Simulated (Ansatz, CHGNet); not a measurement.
For Al2Cu (I4/mcm, No. 140, 6 atoms in the cell; start mp-998), the machine-learned potential CHGNet 0.3.0 (trained on PBE and PBE+U data) gives:

- equilibrium lattice constant a: 5.947 Å
- lattice parameter c: 5.049 Å

Q: What does PBEsol in Ansatz (PAW) give for the same quantities?

A: 
- lattice constant a: 5.999 Å (goes up by 0.9 %)
- lattice parameter c: 4.820 Å (falls by 4.5 %)

Changes are worked out from the printed values.

Unless a cell is named, each level is at its own relaxed cell (CHGNet 0.3.0 14.88, PBEsol 14.46 Å³/atom).

Caveats: the relaxation could not lower the start's symmetry, so the cell can be a saddle point above a distorted one (CHGNet 0.3.0, PBEsol). Ansatz's density-functional and Hartree–Fock values are scalar-relativistic unless marked +SOC, with PAW data made under PBE.

A start named mp-… is a Materials Project structure, which need not be a measured phase.

Ansatz is an electronic-structure program.
